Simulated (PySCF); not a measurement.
PySCF 2.14.0, unrestricted WB97X/def2-svpd, df: ethylenediamine triplet (NCCN), charge 0, multiplicity 3, 12 atoms. The geometry is a generated start, not checked to be a minimum at this level.

```yaml
task: energy
method: wb97x
basis: def2-svpd
two_electron_scheme: density fitting
mol.max_memory: 3000 MB
mf.max_cycle: 100
mf.init_guess: minao (default)
mf.DIIS: CDIIS (default)
mf.conv_tol: 1e-09 (default)
mf.grids.level: 3 (default)
basis_functions: 144
grid_points: 134504
```

```xyz
12

N      1.8192     0.3288    -0.2468
C      0.5964     0.0555     0.4897
C     -0.5330    -0.2916    -0.4789
N     -1.7471    -0.5902     0.2632
H      2.5751     0.5415     0.3964
H      1.6930     1.1377    -0.8502
H      0.2693     0.8967     1.1262
H      0.7784    -0.8025     1.1404
H     -0.2525    -1.1833    -1.0444
H     -0.6505     0.5386    -1.1990
H     -2.4904    -0.8617    -0.3703
H     -2.0580     0.2306     0.7738
```

Charge 0 and multiplicity 3 are set for this test and not shown to be the ground state.

One run each on 2 threads, 1 BLAS thread. Values of diis_space tried: 3, 5, 8 (default), 12, 20.

How does the count of Fock builds change with diis_space, and where is it least?

Fewest Fock builds, within one of each other: 8 (default) with 20, 12 with 19, 20 with 19. The count rises to 48 at 3. All converge to one solution.

```
diis_space   Fock builds            end
-----------  -----------  -------------
3                     48  same solution
5                     24  same solution
8 (default)           20  same solution
12                    19  same solution
20                    19  same solution
```
